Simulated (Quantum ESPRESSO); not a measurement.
Several settings converged on WC (P3m1, 2 atoms in the cell)

```yaml
crystal:
  lattice:
    - [2.92455, 0.00000, 0.00000]
    - [-1.46227, 2.53274, 0.00000]
    - [0.00000, 0.00000, 2.85420]
  atoms:
    - { symbol: W, position: [0.00000, 0.00000, 0.01752] }
    - { symbol: C, position: [0.33333, 0.66667, 0.50000] }
```

Base method: LDA (PZ), PSlibrary ultrasoft (LDA) pseudopotentials (plane waves; Quantum ESPRESSO 7.5).

Base settings: ecutwfc = 55 Ry; ecutrho = 495 Ry; occupations = smearing; smearing = gaussian; degauss = 0.0073499 Ry; potentials = {W: W.pz-spn-rrkjus_psl.1.0.0.UPF, C: C.pz-n-rrkjus_psl.1.0.0.UPF}; K_POINTS = automatic 8 8 7 0 0 0; conv_thr = 1e-11 Ry; mixing_beta = 0.3.

The count of work is k-points × plane waves × bands × iterations; it is no time. Core times come from one kind of shared machine, to one figure; runs under 30 s give none.

**The k-point mesh at a smearing width of 0.02 eV**

In this ladder: degauss = 0.00147 Ry.

Only quantities that move along the ladder and can be compared are tabulated.

```tsv
K_POINTS	free energy less the last step's (meV/atom)	pressure (GPa)	largest difference of a force vector from the last step's (eV/Å)	count of work / last	core time / last (rough)
automatic 5 5 4 0 0 0	22.00	-17.42	0.150	0.013	–
automatic 6 6 5 0 0 0	3.73	-17.65	0.033	0.021	–
automatic 7 7 6 0 0 0	5.17	-17.58	0.007	0.033	–
automatic 8 8 7 0 0 0	-1.81	-18.09	0.016	0.042	–
automatic 10 10 9 0 0 0	-1.79	-17.95	0.006	0.078	–
automatic 14 14 13 0 0 0	0.09	-17.93	0.009	0.20	0.2
automatic 21 21 18 0 0 0	0.21	-17.99	0.002	0.60	0.6
automatic 25 25 22 0 0 0	0.00	-17.95	0.000	1.0	1
```

Coarsest K_POINTS that holds the free energy within 1 meV/atom of the last step, with all finer ones: automatic 14 14 13 0 0 0, at 0.20 of the last step's count of work and about 0.2 of the last step's time; the step before is off by 1.8 meV/atom.

Coarsest K_POINTS that holds the forces within 0.02 eV/Å of the last step, with all finer ones: automatic 7 7 6 0 0 0, at 0.033 of the last step's count of work; the step before is off by 0.033 eV/Å.

Coarsest K_POINTS that holds the pressure within 0.2 GPa of the last step, with all finer ones: automatic 8 8 7 0 0 0, at 0.042 of the last step's count of work; the step before is off by 0.37 GPa.

**The width of Gaussian smearing**

In this ladder: K_POINTS = automatic 13 13 12 0 0 0.

Narrow widths need finer meshes than wide ones, so the last steps can hold mesh noise.

Only quantities that move along the ladder and can be compared are tabulated; pressure and forces are left out, as mesh noise rules them at narrow widths.

| degauss | free energy less the last step's (meV/atom) | energy extrapolated to zero width less the last step's (meV/atom) |
|---|---|---|
| 0.073499 Ry | -45.54 | 9.15 |
| 0.036749 Ry | -9.27 | 0.45 |
| 0.02205 Ry | -3.06 | -0.15 |
| 0.0147 Ry | -1.20 | -0.14 |
| 0.0073499 Ry | 0.00 | 0.00 |

Widest degauss that holds the energy extrapolated to zero width within 2 meV/atom of the last step, with all finer ones: 0.036749 Ry; the step before is off by 9.2 meV/atom.

State of the free energy at the end of the ladder: still drifting one way, by 3.1 meV/atom over the last two steps, so the last step is no safe reference.

The extrapolation to zero width removes most of the smearing's effect on the energy.

**The number of bands**

The mesh stays at the base's, so the ladder's end is converged at best in this setting alone.

Only quantities that move along the ladder and can be compared are tabulated.

| nbnd | free energy less the last step's (meV/atom) | pressure (GPa) | largest difference of a force vector from the last step's (eV/Å) | count of work / last |
|---|---|---|---|---|
| 9 | 12.90 | -17.54 | 0.092 | 0.40 |
| 10 | 0.00 | -18.04 | 0.000 | 0.40 |
| 11 | 0.00 | -18.04 | 0.000 | 0.39 |
| 12 | 0.00 | -18.04 | 0.000 | 0.37 |
| 13 | 0.00 | -18.04 | 0.000 | 0.37 |
| 19 | 0.00 | -18.04 | 0.000 | 0.51 |
| 41 | 0.00 | -18.04 | 0.000 | 1.0 |

Coarsest nbnd that holds the free energy within 5 meV/atom of the last step, with all finer ones: 10, at 0.40 of the last step's count of work; the step before is off by 13 meV/atom.

Coarsest nbnd that holds the forces within 0.02 eV/Å of the last step, with all finer ones: 10, at 0.40 of the last step's count of work; the step before is off by 0.092 eV/Å.

Coarsest nbnd that holds the pressure within 0.1 GPa of the last step, with all finer ones: 10, at 0.40 of the last step's count of work; the step before is off by 0.50 GPa.

On the base run: the starting cell has typed, rounded lattice constants, without a prior relaxation at this level. Its lattice was rescaled by up to half a per cent. One atom was moved a little off its site on purpose. Spin polarisation is off. In the base run, with a pressure of about -18 GPa the cell is away from its equilibrium volume at this level.

Left out of this page: 2 runs of the series outside the window shown, repeating another row's setting, or not comparable.
